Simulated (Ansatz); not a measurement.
Consider a 16-atom cell of (Rh,Ir) started in the face-centred cubic structure, site fractions Rh 0.750, Ir 0.250, short-range order -0.06 among the nearest mixed sites of the first mixed sublattice (0 is random, a negative value favours unlike neighbours), space group Fmm2 at the end, an ordered arrangement that its symmetry holds. Its start:

```
CELL_PARAMETERS angstrom
      3.85649     3.85649     3.85591
      3.85644    -3.85644     3.85591
      3.85644    -3.85644    -3.85591
ATOMIC_POSITIONS crystal
  Ir 0.00000 0.75132 0.75132
  Rh 0.24430 0.00137 0.74567
  Rh 0.00000 0.49867 0.49867
  Rh 0.50000 0.25182 0.74535
  Rh 0.24728 0.75130 0.49859
  Rh 0.75272 0.49859 0.75130
  Ir 0.00000 0.25132 0.25132
  Rh 0.50000 0.00371 0.49869
  Ir 0.25011 0.49886 0.24897
  Ir 0.74989 0.24897 0.49886
  Rh 0.50000 0.74535 0.25181
  Rh 0.00000 0.99867 0.99867
  Rh 0.24707 0.25431 0.00138
  Rh 0.75293 0.00138 0.25431
  Rh 0.50000 0.49869 0.00371
  Rh 0.75570 0.74567 0.00137
```

The mixing enthalpy is taken against the end members in the face-centred cubic type, relaxed in the same cell and mesh.

All values below come from PBE (plane waves to 420 eV, PAW; Ansatz, a program for electronic structure). No spin–orbit coupling. Its k-point mesh 6×6×6, Fermi–Dirac width 0.05 eV.

```
end member  weight  volume per atom (Å³)
----------  ------  --------------------
Rh           0.750                 14.04
Ir           0.250                 14.50
```

Question: Predict the alloy's volume, bond lengths and mixing enthalpy.

Answer: 
```
Item                                                                                                    Value
----------------------------------------------------------  -------------------------------------------------
volume per atom                                                                                      14.15 Å³
Rh–Rh bonds (within 1.22 times the sum of covalent radii)        2.717 Å on average, from 2.705 to 2.729 (53)
Ir–Rh bonds (within 1.22 times the sum of covalent radii)        2.712 Å on average, from 2.703 to 2.722 (38)
Ir–Ir bonds (within 1.22 times the sum of covalent radii)         2.711 Å on average, from 2.710 to 2.714 (5)
mixing enthalpy per site of the mixed sublattice                                                      -19 meV
departure of the mean lattice parameter from Vegard's line  under 0.15 %, inside the noise of the relaxations
```
